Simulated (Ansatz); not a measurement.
A computed series for hypothetical R-3m KTlS2: pressure series

Take KTlS₂ (space group R-3m, No. 166; a hypothetical phase, not in the database extracts checked) as the base.

```
CELL_PARAMETERS angstrom
      1.99193     1.15004     7.23582
     -1.99193     1.15004     7.23582
      0.00000    -2.30008     7.23582
ATOMIC_POSITIONS crystal
  Tl 0.00000 0.00000 0.00000
  K  0.50000 0.50000 0.50000
  S  0.26570 0.26570 0.26570
  S  0.73430 0.73430 0.73430
```

Cell and atoms are relaxed at each pressure.

Calculations: Ansatz (a program for electronic structure), PBEsol, PAW, cutoff 420 eV, without spin-orbit coupling.

| P (GPa) | V (Å³/atom) |
|---|---|
| -2.00 | 26.255 |
| -1.00 | 25.497 |
| 0.89 | 24.367 |
| 2.10 | 23.772 |
| 4.50 | 22.797 |
| 9.00 | 21.423 |
| 15.00 | 20.102 |
| 22.49 | 18.894 |
| 30.00 | 17.966 |

A third-order Birch–Murnaghan fit to these points gives V₀ = 24.86 Å³/atom, B₀ = 42 GPa and B₀′ = 4.8. At pressure 30 GPa the volume is 72.3 % of V₀.

Load acts through the strain it causes; cell and atoms are relaxed under it. Whether these cells are dynamically stable was not tested. No other phases were tried under pressure.
